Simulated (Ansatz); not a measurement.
Input and output of a relaxation of cell and atoms for Li₂Al (Cmcm, 6 atoms in the cell) (Ansatz, an electronic-structure program).

Computed with PBEsol, default PAW files made with PBE (plane waves; Ansatz).

The change in words: atoms on their sites; basis.ecutwfc: 420 eV → 505 eV; relax: default → cell and atoms. Reference geometry:
```
CELL_PARAMETERS angstrom
      2.29917    -4.84774     0.00000
      2.29917     4.84774     0.00000
      0.00000     0.00000     4.44419
ATOMIC_POSITIONS crystal
  Li 0.24139 0.75861 0.26125
  Li 0.75861 0.24139 0.75000
  Li 0.58986 0.41014 0.25000
  Li 0.41014 0.58986 0.75000
  Al 0.92502 0.07498 0.25000
  Al 0.07498 0.92502 0.75000
```

Reference input (self-consistent single point, DFT, PBEsol, plane waves, default PAW files made with PBE): basis.ecutwfc = 420 eV; kpoints.mp_grid.grid = 7 7 7; hamiltonian.xc = pbesol; hamiltonian.pseudopotentials = {kind: paw} (the program's default PAW files); scf.occupations.method = gaussian; scf.occupations.width = 0.1 eV. This run's input differs from it in these lines:

Ansatz 0.2 input:
```diff
@@ -6,3 +6,3 @@
   atoms:
-    - { symbol: Li, position_ang: [2.29916700, 2.50734808, 1.16104987] }
+    - { symbol: Li, position_ang: [2.29916700, 2.50734808, 1.11104825] }
     - { symbol: Li, position_ang: [2.29916700, -2.50734808, 3.33314475] }
@@ -13,3 +13,3 @@
 basis:
-  ecutwfc: 420.0
+  ecutwfc: 505.0
 kpoints:
@@ -21,2 +21,4 @@
   occupations: { method: gaussian, width: 0.1 }
+relax:
+  cell: {}
 output:
```

Log, with long lists cut:

```
   [... SCF lines of the steps left out ...]
relax step   1: F+E_penalty+E_count = -1862.03789923 eV  Δ(F+E_penalty+E_count) = +0.000e0 eV  max|allowed force component| = 6.777e-2 eV/Å  Δτ_max = 0.0000 Å  P = -0.641 GPa  Ω = 99.068 Å³  (6 SCF iters, dr2 threshold 1.00e-7 eV, accepted)
relax step   2: F+E_penalty+E_count = -1862.04235156 eV  Δ(F+E_penalty+E_count) = -4.452e-3 eV  max|allowed force component| = 4.457e-2 eV/Å  Δτ_max = 0.0265 Å  P = +0.206 GPa  Ω = 96.268 Å³  energy of the carried Pulay correction = +6.972e-5 eV  (5 [...]
relax step   3: F+E_penalty+E_count = -1862.04386127 eV  Δ(F+E_penalty+E_count) = -1.510e-3 eV  max|allowed force component| = 5.533e-3 eV/Å  Δτ_max = 0.0142 Å  P = +0.011 GPa  Ω = 96.895 Å³  energy of the carried Pulay correction = +5.393e-5 eV  (5 [...]
relax step   4: F+E_penalty+E_count = -1862.04380761 eV  Δ(F+E_penalty+E_count) = +5.366e-5 eV  max|allowed force component| = 5.542e-3 eV/Å  Δτ_max = 0.0000 Å  P = +0.011 GPa  Ω = 96.895 Å³  stress off target by 2.44e-2 GPa  SCF on the basis [...]
basis re-selected at this cell: Δ(F+E_penalty+E_count) = +5.366e-5 eV, ΔP = +0.000 GPa vs the last step
the relaxation is at rest under the 8 symmetry operations that the run kept from its start: a minimum is not shown …
Stability not checked: this state was not tested for a lower state beside it, because too few of the mixer's solves of this state at the end of the SCF gave a …
Free energy (F): -1862.043808 eV
Internal energy: -1862.039254 eV  (E = F + TS)
   [... lines left out ...]
Fermi energy:    3.528852 eV
  cell:  # Å, volume = 96.8951 Å³
   [... lines left out ...]
    - { symbol: Li, position: [0.758235527991283, 0.24176447200871698, 0.75] }
    - { symbol: Li, position: [0.5895076352760802, 0.4104923647239198, 0.25] }
    - { symbol: Li, position: [0.4104923647239198, 0.5895076352760802, 0.75] }
    - { symbol: Al, position: [0.923310408451781, 0.07668959154821897, 0.25] }
    - { symbol: Al, position: [0.07668959154821897, 0.923310408451781, 0.75] }
```

The run converged. 

Summary of the result:
- Free energy E − TS (on the zero of these files): -1862.0438 eV
- Fermi level (on the code's own zero): 3.53 eV
- Pressure: 0.01 GPa
- Largest force (vector length): 0.006 eV/Å
- Final cell: a = b = 5.3394 Å, c = 4.4099 Å, α = β = 90.00°, γ = 129.58°
- Final volume per atom: 16.15 Å³
- Relaxation steps: 4

The starting cell comes from a database of computed structures (which also holds hypothetical and non-ambient phases and stackings), without a prior relaxation at this level. Its lattice was rescaled by up to half a per cent. The relaxation keeps the symmetry of its start, so its end need not be a minimum. Ansatz's pressure includes its estimate of the finite-basis (Pulay) stress.

Cost on one core of a shared machine: roughly 30 s.
